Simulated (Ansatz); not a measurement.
# A computed series for Ta2N: pressure series

Consider Ta2N in the anti-CdI2 type structure (space group P-3m1, No. 164; a = 3.067 Å, c = 4.884 Å).

Cell and atoms are relaxed at each pressure.

Calculations: plane-wave PAW DFT at the r2SCAN+rVV10 level (Ansatz, a quantum-chemistry and plane-wave program, 500 eV), without spin-orbit coupling.

```csv
P (GPa),V (Å³/atom)
-2.00,13.352
-1.00,13.306
3.00,13.130
7.00,12.966
15.00,12.667
30.00,12.188
50.00,11.666
75.00,11.138
99.99,10.704
```

### Question
Fit a third-order Birch–Murnaghan equation of state.

### Answer
Least squares on P(V) = (3B₀/2)[(V₀/V)^(7/3) − (V₀/V)^(5/3)]·[1 + (3/4)(B₀′ − 4)((V₀/V)^(2/3) − 1)] gives V₀ = 13.26 Å³/atom, B₀ = 299 GPa and B₀′ = 4.1.

Load acts through the strain it causes; cell and atoms are relaxed under it. Whether these cells are dynamically stable was not tested. Competing high-pressure phases were not computed. The final runs are not spin-polarised. An odd electron count without spin: Ta2N.
